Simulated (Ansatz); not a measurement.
## HgSe, response to strain

The reference is HgSe in the zinc blende structure (space group F-43m, No. 216; a = 6.0630 Å).

Strains are applied to the cell and any free atomic positions relax.

All numbers come from plane-wave PAW DFT at the LDA level (Ansatz, a quantum-chemistry and plane-wave program, 420 eV), scalar-relativistic without spin-orbit coupling.

Candidates:
(a) isotropic strain −0.50 %
(b) isotropic strain −3.00 %
(c) isotropic strain +2.50 %
(d) isotropic strain +1.50 %

Notes on the quantities. energy relative to the base: free energy F.

Q: Order them by energy relative to the base, highest first.

A: (b) isotropic strain −3.00 % (+46 meV/atom), (c) isotropic strain +2.50 % (+26 meV/atom), (d) isotropic strain +1.50 % (+9.5 meV/atom), (a) isotropic strain −0.50 % (+1.2 meV/atom)

The mesh was chosen for an insulator and is coarse for the gapless case. Whether these cells are dynamically stable was not tested. The final runs are not spin-polarised.
